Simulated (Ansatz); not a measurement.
The reference is SiC (space group P6_3mc, No. 186; a = 3.079 Å, c = 15.107 Å).

Structures relaxed with PBEsol (Ansatz, a program for electronic structure, PAW, no SOC), earlier PAW set.

Base:

Simulated powder pattern, Cu Kα1, λ = 1.54056 Å (kinematic, ideal powder, no thermal factors, no anomalous dispersion; the 10 strongest lines at most, above 2 %, up to 2θ = 90°):

| 2θ (°) | I/Imax (%) | hkl |
|---|---|---|
| 34.12 | 56 | (101) |
| 35.63 | 67 | (006) |
| 35.68 | 100 | (102) |
| 38.16 | 60 | (103) |
| 41.42 | 24 | (104) |
| 54.67 | 12 | (107) |
| 59.98 | 31 | (108) |
| 60.05 | 61 | (110) |
| 65.67 | 28 | (109) |
| 71.81 | 47 | (116) |

One thing is altered: the cell is scaled by 0.9902 in all directions, atoms relaxed at fixed cell.

**Question.** How do the reflections move or split?

**Answer.** 
Simulated powder pattern, Cu Kα1, λ = 1.54056 Å (kinematic, ideal powder, no thermal factors, no anomalous dispersion; the 10 strongest lines at most, above 2 %, up to 2θ = 90°):

```json
[
 {"2θ (°)": "34.46", "I/Imax (%)": "56", "hkl": "(101)"},
 {"2θ (°)": "35.99", "I/Imax (%)": "67", "hkl": "(006)"},
 {"2θ (°)": "36.04", "I/Imax (%)": "100", "hkl": "(102)"},
 {"2θ (°)": "38.55", "I/Imax (%)": "60", "hkl": "(103)"},
 {"2θ (°)": "41.85", "I/Imax (%)": "24", "hkl": "(104)"},
 {"2θ (°)": "55.25", "I/Imax (%)": "12", "hkl": "(107)"},
 {"2θ (°)": "60.63", "I/Imax (%)": "31", "hkl": "(108)"},
 {"2θ (°)": "60.70", "I/Imax (%)": "61", "hkl": "(110)"},
 {"2θ (°)": "66.41", "I/Imax (%)": "28", "hkl": "(109)"},
 {"2θ (°)": "72.64", "I/Imax (%)": "47", "hkl": "(116)"}
]
```

The indices refer to the base's conventional cell; one index is shown for lines that coincide.

The cells carry an imposed strain or load. Whether these cells are dynamically stable was not tested.
